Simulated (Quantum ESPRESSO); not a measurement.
Input and output of a self-consistent single point for a (001) slab of Al (cut from a parent of space group no. 225; 4 atoms in the cell) (Quantum ESPRESSO).

Method of the run: PBEsol, PseudoDojo standard norm-conserving (PBESOL) pseudopotentials (plane waves; Quantum ESPRESSO).

The change in words: vacuum of 16.1 angstrom (first run: 14 Å); assume_isolated: default → 2D. Reference geometry:
```
CELL_PARAMETERS angstrom
      2.87237     0.00000     0.00000
     -2.87237     2.87237     0.00000
      0.00000     0.00000    20.09331
ATOMIC_POSITIONS crystal
  Al 0.00000 0.00000 0.44946
  Al 0.00000 0.50000 0.34837
  Al 0.00000 0.00000 0.65163
  Al 0.00000 0.50000 0.55054
```

Reference input (self-consistent single point, DFT, PBEsol, plane waves, PseudoDojo standard norm-conserving (PBESOL) pseudopotentials): ecutwfc = 40 Ry; occupations = smearing; smearing = gaussian; degauss = 0.0073499 Ry; mixing_mode = local-TF; potentials = {Al: Al.upf}; K_POINTS = automatic 13 13 1 0 0 0; conv_thr = 1e-10 Ry; mixing_beta = 0.5. This run's input differs from it in these lines:

```diff
@@ -16,2 +16,3 @@
   degauss = 0.0073499
+  assume_isolated = '2D'
 /
@@ -25,6 +26,6 @@
 ATOMIC_POSITIONS {crystal}
-Al    0.0000000000    0.0000000000    0.4494580000
-Al    0.0000000000    0.5000000000    0.3483750000
-Al    0.0000000000    0.0000000000    0.6516250000
-Al    0.0000000000    0.5000000000    0.5505420000
+Al    0.0000000000    0.0000000000   -0.0457730000
+Al    0.0000000000    0.5000000000   -0.1373190000
+Al    0.0000000000    0.0000000000    0.1373190000
+Al    0.0000000000    0.5000000000    0.0457730000
 K_POINTS {automatic}
@@ -34,3 +35,3 @@
   -5.4280001875     5.4280001875     0.0000000000
-   0.0000000000     0.0000000000    37.9708528372
+   0.0000000000     0.0000000000    41.9265844085
```

Log, with long lists cut:

```
     Self-consistent Calculation

     iteration #  1     ecut=    40.00 Ry     beta= 0.50

     total energy              =     -18.48207437 Ry
     estimated scf accuracy    <       0.27714349 Ry

     iteration #  2     ecut=    40.00 Ry     beta= 0.50

     total energy              =     -18.45865225 Ry
     estimated scf accuracy    <       0.15688802 Ry

     iteration #  3     ecut=    40.00 Ry     beta= 0.50

     total energy              =     -18.47251758 Ry
     estimated scf accuracy    <       0.01766034 Ry

   [... 12 blocks of this kind left out ...]

     iteration # 16     ecut=    40.00 Ry     beta= 0.50

     negative rho (up, down):  5.432E-07 0.000E+00

     total energy              =     -18.47241054 Ry
     estimated scf accuracy    <          4.5E-10 Ry

     iteration # 17     ecut=    40.00 Ry     beta= 0.50
     End of self-consistent calculation

     the Fermi energy is    -4.4205 ev

!    total energy              =     -18.47241054 Ry
     estimated scf accuracy    <          3.3E-11 Ry
     smearing contrib. (-TS)   =      -0.00122439 Ry
     internal energy E=F+TS    =     -18.47118614 Ry

     convergence has been achieved in  17 iterations

     Forces acting on atoms (cartesian axes, Ry/au):

     atom    1 type  1   force =     0.00000000    0.00000000    0.00015979
     atom    2 type  1   force =     0.00000000   -0.00000000    0.00031720
     atom    3 type  1   force =     0.00000000    0.00000000   -0.00031720
     atom    4 type  1   force =     0.00000000    0.00000000   -0.00015979

     Total force =     0.000502     Total SCF correction =     0.000007

          total   stress  (Ry/bohr**3)                   (kbar)     P=      -16.51
  -0.00017106   0.00000000   0.00000000          -25.16        0.00        0.00
   0.00000000  -0.00017106   0.00000000            0.00      -25.16        0.00
   0.00000000   0.00000000   0.00000534            0.00        0.00        0.78

   JOB DONE.
```

The run converged in 17 iterations. Against the reference run the free energy rises by 1.5 meV/atom and the largest force goes from 0.004 to 0.008 eV/Å.

The starting cell has typed, rounded lattice constants, without a prior relaxation at this level. The slab is cut from that crystal, and its faces are unrelaxed. Its lattice was rescaled by up to half a per cent.

Cost on one core of a shared machine: roughly 70 s.
